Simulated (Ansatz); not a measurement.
The reference is BP in the zinc blende structure (space group F-43m, No. 216; a = 4.4905 Å). Axes: x, y, z lie along the cube axes.

It is then changed as follows: compressive biaxial strain of 1.67 % in the plane normal to [111], as in epitaxy on a mismatched substrate; the out-of-plane cell vector and the atoms relax.

The values are results of LDA, PAW, 420 eV (Ansatz, a first-principles code; no spin-orbit coupling), not measurements.

**Question.** Give the band edges at the high-symmetry points of the new zone, measured from its valence-band maximum.

**Answer.** 
```tsv
point	valence edge (eV)	conduction edge (eV)
Γ	0.00	3.15
T	-1.73	4.36
H₂	-5.92	5.11
H₀	-5.92	5.11
L	-1.90	3.95
S₀	-3.84	1.84
S₂	-3.84	1.84
F	-4.27	1.05
```

The gap is 1.01 eV, indirect, Γ → F–Γ (16 % along).

No phonon test of stability was made. k-point labels follow each cell's own Brillouin zone.
